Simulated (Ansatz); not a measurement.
# Effect of Ti vacancy, symmetric start on Ti3Al

Take a 24-atom supercell of Ti$_{3}$Al (space group P6_3/mmc, No. 194; a = 5.6876 Å, c = 4.6084 Å) at its relaxed geometry as the base.

Modification: a neutral Ti vacancy, symmetric start, atoms relaxed at fixed cell.

Calculations: PBEsol in Ansatz (plane waves to 420 eV, PAW, spin-orbit coupling left out). k-mesh 8×8×8 (Γ-centred); smearing 0.05 eV (Fermi–Dirac).

| quantity | base | changed | shift |
|---|---|---|---|
| energy gained by relaxation | – | 0.14 eV | – |
| mean distance from the defect site to its nearest host atoms | 280 pm | 274 pm | -6 pm |

Final structure:

```
Ti17Al6
1.0
    8.53140    -4.92561     0.00000
    0.00000     9.85122     0.00000
    8.53140     4.92561     4.60837
Ti Al
17 6
Direct
  0.75228   0.58254   0.25000
  0.41439   0.91359   0.25000
  0.09082   0.58367   0.75000
  0.74804   0.90624   0.75000
  0.41867   0.25352   0.75000
  0.91893   0.92941   0.25000
  0.58987   0.25363   0.25000
  0.24581   0.58277   0.25000
  0.24466   0.41423   0.75000
  0.92201   0.75290   0.75000
  0.58333   0.08666   0.75000
  0.24773   0.09381   0.25000
  0.92085   0.42029   0.25000
  0.57680   0.74710   0.25000
  0.41862   0.74153   0.75000
  0.07585   0.07619   0.75000
  0.74799   0.41818   0.75000
  0.74875   0.08105   0.25000
  0.41792   0.41564   0.25000
  0.08333   0.75512   0.25000
  0.58333   0.58239   0.75000
  0.25399   0.91660   0.75000
  0.91268   0.24595   0.75000
```

The cell is small, so the values are those of an ordered compound at a high defect concentration; dilute-limit values will differ. The defect started on the symmetric site and kept its symmetry, so it may sit on a saddle. The final runs are not spin-polarised. The defect cell is not spin-polarised.

Ansatz is a program for electronic structure.
